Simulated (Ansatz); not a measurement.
Base system: MgS in the rock salt structure (space group Fm-3m, No. 225; a = 5.203 Å). Axes: x, y, z lie along the cube axes.

Level of theory: Ansatz (a quantum-chemistry and plane-wave program), r2SCAN, PAW, cutoff 500 eV, scalar-relativistic without spin-orbit coupling.

Before the change:

| Quantity | Result |
|---|---|
| Valence-band top at Γ | 0.00, 0.00, 0.00 eV |
| Valley order | X along ⟨100⟩ 3.46 eV; Γ 4.64 eV |

The change: a pure shear with ε_xy = ε_yx = 0.0029, atoms relaxed at fixed cell.

Q: What happens to the valence-band top at Γ, valley order and stress?

A: The valence-band top at Γ (three highest levels, from the VBM) goes from 0.00, 0.00, 0.00 eV to 0.00, -0.03, -0.06 eV; the valley order (the lowest conduction-band minima on the path, energy above the VBM, named in the base's zone) goes from X along ⟨100⟩ 3.46 eV; Γ 4.64 eV to X along [001] 3.43 eV; X along [100] 3.44 eV; Γ 4.61 eV; the stress (xx, yy, zz, yz, xz, xy; compression positive) amounts to (0.00, 0.00, 0.00, 0.00, 0.00, -0.35) GPa.

The levels and masses belong to the bands next to the band gap. The cells carry an imposed strain or load. Whether these cells are dynamically stable was not tested.
